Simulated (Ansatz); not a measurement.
Ansatz (a quantum-chemistry and plane-wave program) run on CoSn (P6mm, 6 atoms in the cell): self-consistent single point.

Method of the run: LDA (PW92), default PAW files made with PBE (plane waves; Ansatz).

The change in words: lattice scaled by 0.98; basis.ecutwfc: 30.9 Ry → 61.7 Ry. Reference geometry:
```yaml
crystal:
  lattice:
    - [5.21981, 0.00000, 0.00000]
    - [-2.60990, 4.52049, 0.00000]
    - [0.00000, 0.00000, 4.16665]
  atoms:
    - { symbol: Co, position: [0.00000, 0.50000, 0.00000] }
    - { symbol: Co, position: [0.50000, 0.00000, 0.00000] }
    - { symbol: Co, position: [0.50000, 0.50000, 0.00000] }
    - { symbol: Sn, position: [0.66667, 0.33333, 0.50000] }
    - { symbol: Sn, position: [0.33333, 0.66667, 0.50000] }
    - { symbol: Sn, position: [0.00000, 0.00000, 0.01200] }
```

Reference input (self-consistent single point, DFT, LDA (PW92), plane waves, default PAW files made with PBE): basis.ecutwfc = 30.9 Ry; kpoints.mp_grid.grid = 5 5 6; hamiltonian.xc = lda; hamiltonian.pseudopotentials = {kind: paw} (the program's default PAW files); scf.occupations.method = gaussian; scf.occupations.width = 0.0073 Ry. This run's input differs from it in these lines:

Ansatz 0.2 input:
```diff
@@ -2,5 +2,5 @@
   lattice:
-    - [5.219810, 0.000000, 0.000000]
-    - [-2.609905, 4.520488, 0.000000]
-    - [0.000000, 0.000000, 4.166652]
+    - [5.115414, 0.000000, 0.000000]
+    - [-2.557707, 4.430078, 0.000000]
+    - [0.000000, 0.000000, 4.083319]
   atoms:
@@ -13,3 +13,3 @@
 basis:
-  ecutwfc: 30.9 Ry
+  ecutwfc: 61.7 Ry
 kpoints:
```

Output, abridged:

```
SCF iter   1: F=—  HF=-32827.984153 eV  |F-HF|=—  |Δ(HF+E_count)|=         —  Δρ=1.12e-2  dr2=5.83e-2  ethr=1.77e-3  ⟨swp⟩=7.3  Hψ=4650  notcnv=0  defer=8
all-band conjugate gradients solve this SCF's bands
preconditioner: auto → Kerker (q_TF=auto, 2.731 Å⁻¹)
SCF iter   2: F=—  HF=-32827.968058 eV  |F-HF|=—  |Δ(HF+E_count)|=   1.61e-2  Δρ=5.01e-3  dr2=2.14e-2  ethr=6.27e-5  ⟨swp⟩=2.7  Hψ=2021  notcnv=0  defer=46
   [... lines left out ...]
SCF iter   6: F=—  HF=-32827.961528 eV  |F-HF|=—  |Δ(HF+E_count)|=   6.59e-5  Δρ=7.98e-5  dr2=5.10e-6  ethr=4.90e-8  ⟨swp⟩=2.0  Hψ=1744  notcnv=0  defer=46
SCF iter   7: F=—  HF=-32827.961527 eV  |F-HF|=—  |Δ(HF+E_count)|=   2.47e-7  Δρ=4.20e-5  dr2=6.89e-7  ethr=5.48e-9  ⟨swp⟩=1.2  Hψ=1063  notcnv=0  defer=46
SCF iter   8: F=—  HF=-32827.961527 eV  |F-HF|=—  |Δ(HF+E_count)|=   1.04e-7  Δρ=1.05e-5  dr2=9.95e-8  ethr=1.08e-10  ⟨swp⟩=9.0  Hψ=5579  notcnv=0
SCF iter   9: F=-32827.961527 eV  HF=-32827.961527 eV  |F-HF|=4.83e-8  |Δ(HF+E_count)|=  6.55e-10  Δρ=8.25e-6  dr2=5.80e-8  ethr=1.07e-10  ⟨swp⟩=4.0  Hψ=3543  notcnv=0
SCF 1 converged in 9 iterations: F = -32827.961527 eV  dr2 = 5.80e-8
Free energy (F): -32827.961527 eV
Internal energy: -32827.936925 eV  (E = F + TS)
E sigma→0 (E₀):  -32827.949226 eV
Entropy (-TS):   -0.024602 eV (-4.100 meV/atom)
Fermi energy:    16.227822 eV
--- Forces (eV/Å), atoms counted from 1 ---
  atom   1  Co     0.00000000     0.00000000     0.02438807
  atom   2  Co     0.00000000     0.00000000     0.02438807
  atom   3  Co     0.00000000     0.00000000     0.02438807
  atom   4  Sn     0.00000000    -0.00000000     0.06483584
  atom   5  Sn     0.00000000     0.00000000     0.06483584
  atom   6  Sn     0.00000000     0.00000000    -0.20281155
--- Stress (GPa, compression-positive) ---
        5.490106       0.000000      -0.000000
        0.000000       5.490106       0.000000
       -0.000000      -0.000000       5.763517
  P = ⅓ Tr σ = 5.5812 GPa (55.812 kbar)
  The stress holds the Pulay correction. Without it, at fixed plane waves, as pw.x and ABINIT print it: P = 5.5801 GPa
```

The run converged in 9 iterations. Against the reference run the free energy is nearly the same (within 1 meV/atom), the pressure goes from -4.05 to 5.58 GPa and the largest force moves little (0.206 to 0.203 eV/Å).

The starting cell comes from a database of computed structures (which also holds hypothetical and non-ambient phases and stackings), without a prior relaxation at this level. Its lattice was rescaled by up to half a per cent. One atom was moved a little off its site on purpose. For this run, on top of that: lattice scaled by 0.98. Spin polarisation is off. Ansatz's pressure includes its estimate of the finite-basis (Pulay) stress.
